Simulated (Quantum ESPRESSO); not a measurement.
Worked example: self-consistent single point of Sr5Cd3 (I4/mcm, 16 atoms in the cell) in Quantum ESPRESSO.

Computed with LDA (PZ), GBRV 1.5 ultrasoft (LDA) pseudopotentials (plane waves; Quantum ESPRESSO).

```xyz
16
Lattice="-4.4941 4.4941 8.4095 4.4941 -4.4941 8.4095 4.4941 4.4941 -8.4095" Properties=species:S:1:pos:R:3 pbc="T T T"
Sr     0.0000     0.0000     8.4095
Sr     0.0000     0.0000     0.0000
Sr     6.0146     1.5205     2.4687
Sr    -1.5205     2.9737     5.9408
Sr     2.9737     1.5205    10.8782
Sr     1.5205     2.9737    -2.4687
Sr    -1.5205     2.9737    10.8782
Sr     6.0146     1.5205    -2.4687
Sr     1.5205     2.9737     2.4687
Sr     2.9737     1.5205     5.9408
Cd     0.0000     0.0000    12.6142
Cd     0.0000     0.0000     4.2047
Cd     3.4039    -1.0903     8.4095
Cd     1.0903     5.5844     0.0000
Cd     1.0903     3.4039     8.4095
Cd     3.4039     1.0903     0.0000
```

Reference input (self-consistent single point, DFT, PBEsol, plane waves, GBRV 1.5 ultrasoft (PBESOL) pseudopotentials): ecutwfc = 40 Ry; ecutrho = 200 Ry; occupations = smearing; smearing = fd; degauss = 0.0073499 Ry; potentials = {Sr: sr_pbesol_v1.uspp.F.UPF, Cd: cd_pbesol_v1.uspp.F.UPF}; K_POINTS = automatic 3 3 3 0 0 0; conv_thr = 1e-10 Ry. This run's input differs from it in these lines:

```diff
@@ -23,4 +23,4 @@
 ATOMIC_SPECIES
-Sr    87.6200  sr_pbesol_v1.uspp.F.UPF
-Cd   112.4140  cd_pbesol_v1.uspp.F.UPF
+Sr    87.6200  sr_lda_v1.uspp.F.UPF
+Cd   112.4140  cd_lda_v1.uspp.F.UPF
 ATOMIC_POSITIONS {crystal}
```

Output, abridged:

```
     Self-consistent Calculation

     iteration #  1     ecut=    40.00 Ry     beta= 0.70

---- Real-time Memory Report at c_bands before calling an iterative solver
           770 MiB given to the printing process from OS
           429 MiB allocation reported by mallinfo(arena+hblkhd)
------------------

     Threshold (ethr) on eigenvalues was too large:
     Diagonalizing with lowered threshold

---- Real-time Memory Report at c_bands before calling an iterative solver
          1096 MiB given to the printing process from OS
           445 MiB allocation reported by mallinfo(arena+hblkhd)
------------------

   [... lines left out ...]
          1117 MiB given to the printing process from OS
           503 MiB allocation reported by mallinfo(arena+hblkhd)
------------------

     negative rho (up, down):  7.881E-01 0.000E+00

     total energy              =   -1389.42709894 Ry
     estimated scf accuracy    <          5.0E-10 Ry

     iteration # 13     ecut=    40.00 Ry     beta= 0.70

---- Real-time Memory Report at c_bands before calling an iterative solver
          1117 MiB given to the printing process from OS
           503 MiB allocation reported by mallinfo(arena+hblkhd)
------------------

     negative rho (up, down):  7.881E-01 0.000E+00
     End of self-consistent calculation

     the Fermi energy is     5.9183 ev

!    total energy              =   -1389.42709894 Ry
     estimated scf accuracy    <          2.5E-11 Ry
     smearing contrib. (-TS)   =      -0.04386680 Ry
     internal energy E=F+TS    =   -1389.38323215 Ry

     convergence has been achieved in  13 iterations

     negative rho (up, down):  7.881E-01 0.000E+00

     Forces acting on atoms (cartesian axes, Ry/au):

     atom    1 type  1   force =    -0.00000000   -0.00000000   -0.00000000
     atom    2 type  1   force =     0.00000000    0.00000000    0.00000000
     atom    3 type  1   force =     0.00001098    0.00001098   -0.00564937
     atom    4 type  1   force =    -0.00001098   -0.00001098    0.00564937
     atom    5 type  1   force =    -0.00001098    0.00001098   -0.00564937
   [... lines left out ...]
     Total force =     0.016939     Total SCF correction =     0.000016
   [... lines left out ...]

     negative rho (up, down):  7.881E-01 0.000E+00
          total   stress  (Ry/bohr**3)                   (kbar)     P=      -33.82
  -0.00024141   0.00000000   0.00000000          -35.51        0.00        0.00
   0.00000000  -0.00024141   0.00000000            0.00      -35.51        0.00
  -0.00000000   0.00000000  -0.00020693           -0.00        0.00      -30.44

   JOB DONE.
```

The run converged in 13 iterations. Against the reference run the pressure goes from -2.30 to -3.38 GPa and the largest force goes from 0.100 to 0.145 eV/Å.

The starting cell comes from a database of computed structures (which also holds hypothetical and non-ambient phases and stackings), without a prior relaxation at this level. Its lattice was rescaled by a random factor within 2.5 % of one. With a pressure of about -3 GPa the cell is away from its equilibrium volume at this level.

Cost on one core of a shared machine: roughly 20 min.
